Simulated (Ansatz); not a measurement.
Base system: CdSe in the zinc blende structure (space group F-43m, No. 216; a = 6.0075 Å). Axes: x, y, z lie along the cube axes.

Method: LDA, PAW, 420 eV (Ansatz, a program for electronic structure; without spin-orbit coupling).

Before the change:

* **Band gap**: 0.41 eV

Modification: a pure shear with ε_xy = ε_yx = 0.0171, atoms relaxed at fixed cell.

Q: What does the calculation give for the largest internal atomic displacement after the change?

A: The largest internal atomic displacement comes out as 0.022 Å.

Q: What does the calculation give for the energy relative to the base after the change?

A: The energy goes up by 2.4 meV/atom.

Q: What happens to the stress?

A: The stress (xx, yy, zz, yz, xz, xy; compression positive) amounts to (-0.01, -0.01, -0.01, 0.00, 0.00, -0.82) GPa.

Q: Predict the new band gap.

A: The band gap decreases by 0.085 eV, from 0.41 eV to 0.32 eV.

The cells carry an imposed strain or load. Stability against distortions was not tested.
